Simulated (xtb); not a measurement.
xtb 6.7.1, GFN2-xTB: C[Si](O)(O)O[SiH2]Cl, 14 atoms. The geometry is a generated start, not checked to be a minimum at this level.

| Item | Result |
|---|---|
| method | GFN2-xTB |
| --acc | 1 (default) |
| --etemp (K) | 300 (default) |
| detailed input (--input) | none: ANC optimiser, Lindh (1995) Hessian, microcycle=20, maxdispl=1.0, hlow=0.01 (default) |
| basis functions | 53 |
| valence electrons | 44 |

```xyz
14

Si     2.0257    -0.6670     0.9896
Cl     3.6593     0.4721     0.8161
O      0.8164     0.2999     0.5416
Si    -0.7589     0.3759     0.1059
C     -0.9046    -0.2393    -1.6769
O     -1.2586     1.9093     0.3186
O     -1.5816    -0.5521     1.1492
H      2.1261    -1.7885     0.0634
H      1.8407    -1.0585     2.3781
H     -1.9347    -0.2275    -2.0189
H     -0.3238     0.3702    -2.3622
H     -0.5433    -1.2597    -1.7627
H     -0.7209     2.6341     0.0124
H     -2.4418    -0.2690     1.4455
```

The structure is relaxed from this start with --opt LEVEL for the levels crude, sloppy, loose, lax, normal, tight, vtight, extreme, once each. Up to the end of the extreme run atoms move by at most 0.84 Å along an axis.

Question: Choose the cheapest level whose final energy lies within 5 meV of that of extreme.

Answer: tight: 78 cycles against 155, ending 3.2 meV above.

| level | cycles | energy above the extreme run (meV) | gradient norm (eV/Å) |
|---|---|---|---|
| crude | 1 | 42 | 0.20 |
| sloppy | 1 | 42 | 0.20 |
| loose | 1 | 42 | 0.20 |
| lax | 13 | 29 | 0.098 |
| normal | 22 | 27 | 0.021 |
| tight | 78 | 3.2 | 0.027 |
| vtight | 146 | 0.028 | 0.0047 |
| extreme | 155 | — | 0.0024 |
